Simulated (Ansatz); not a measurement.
NiSi (Pmmn, No. 59, 4 atoms in the cell; start mp-999192; a measured phase of this formula has another space group)

Calculation: PBEsol (PAW; Ansatz, a first-principles code).

Run with plane-wave cutoff 500 eV, 14×12×8 k mesh (along the axes of the cell as run), Fermi–Dirac smearing 0.05 eV, no spin polarisation, scalar-relativistic PAW data made under PBE.

Cell (relaxed at this level):

```cif
data_Ni2Si2
_chemical_formula_sum 'Si2 Ni2'
_space_group_name_H-M_alt 'Pmmn :1'
_space_group_IT_number 59
_space_group_name_Hall 'P 2 2ab -1ab'
_cell_length_a 2.96085
_cell_length_b 3.26782
_cell_length_c 4.67220
_cell_angle_alpha 90.000
_cell_angle_beta 90.000
_cell_angle_gamma 90.000
loop_
_space_group_symop_operation_xyz
  'x, y, z'
  '-x, -y, z'
  'x+1/2, -y+1/2, -z'
  '-x+1/2, y+1/2, -z'
  '-x+1/2, -y+1/2, -z'
  'x+1/2, y+1/2, -z'
  '-x, y, z'
  'x, -y, z'
loop_
_atom_site_label
_atom_site_type_symbol
_atom_site_symmetry_multiplicity
_atom_site_Wyckoff_symbol
_atom_site_fract_x
_atom_site_fract_y
_atom_site_fract_z
_atom_site_occupancy
Si1 Si 2 a 0.00000 0.00000 0.15760 1
Ni1 Ni 2 a 0.00000 0.00000 0.65675 1
```

```yaml
band_gap: none
```

Note: the relaxation could not lower the start's symmetry, so the cell can be a saddle point above a distorted one.

The computed numbers hold no vibrational or temperature effects.

It cost around 90 core-seconds (rough) of CPU time.

A start named mp-… is a Materials Project structure, which need not be a measured phase.
